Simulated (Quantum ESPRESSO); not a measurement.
Quantum ESPRESSO 7.5, DFT, PBE, plane waves, SSSP 1.1.2 efficiency PBE: diamond-structure Si with 3 B on Si sites (Si13B3), unrelaxed at the host's lattice constant, 16 atoms. Basis and mesh were picked for this test and aren't claimed converged.

| Quantity | Result |
|---|---|
| cell | 7.68, 7.68, 7.68 Å; 60, 60, 60° |
| task | scf |
| k mesh | 3×3×3 |
| ecutwfc | 45 Ry |
| ecutrho | 360 Ry |
| occupations | smearing |
| smearing | gaussian |
| degauss | 0.005 Ry |
| conv_thr | 1.6e-08 Ry |
| tprnfor | true |
| tstress | false |
| k-point pools (-nk) | 2 |
| diagonalization | david (default) |
| k-points computed | 6 |
| bands | 37 |
| electrons | 61 |
| G-vectors of the density | 248849 |
| FFT grid | 90×90×90 |
| symmetry operations | 8 |

Settings of this run: mixing_mode = TF, mixing_beta = 0.2, mixing_ndim = 8; 8 ranks.

```
SCF iteration  band solver's avg # of iterations (first pass)  estimated scf accuracy (Ry)
-------------  ----------------------------------------------  ---------------------------
1                                                         3.5                   0.43380004
2                                                         1.0                   0.30414282
3                                                         2.5                   0.03532519
4                                                        12.2                   0.02247125
5                                                         3.0                   0.02309227
6                                                         2.0                   0.00244740
7                                                         8.8                   0.00049168
8                                                         6.3                   0.00017685
9                                                         1.7                   0.00024165
10                                                        2.8                   0.00001082
11                                                        5.5                   0.00004272
12                                                        1.8                   0.00002089
13                                                        1.8                   0.00001156
14                                                        1.0                   0.00000804
15                                                        1.2                   0.00000544
16                                                        4.2                   0.00000025
17                                                        4.2                   0.00000007
18                                                        5.2                   0.00000024
19                                                        1.0                   0.00000017
20                                                        1.0                   0.00000017
21                                                        2.0                   0.00000007
22                                                        2.7                      4.1E-09
```

It converged after 22 SCF iterations.

The cycle is slow. Which setting should be changed?

This is not unique; one that fits is mixing_beta = 1 (9 SCF iterations) or mixing_beta = 0.7 (10 SCF iterations), all else kept. The other changes of this size gave: mixing_mode = plain (15); mixing_beta = 0.4 (15); mixing_mode = local-TF (19); mixing_beta = 0.1 (24). The first change moves the result by: energy equal as printed, forces (largest component) 0.51 meV/Å. Counts are of single runs.
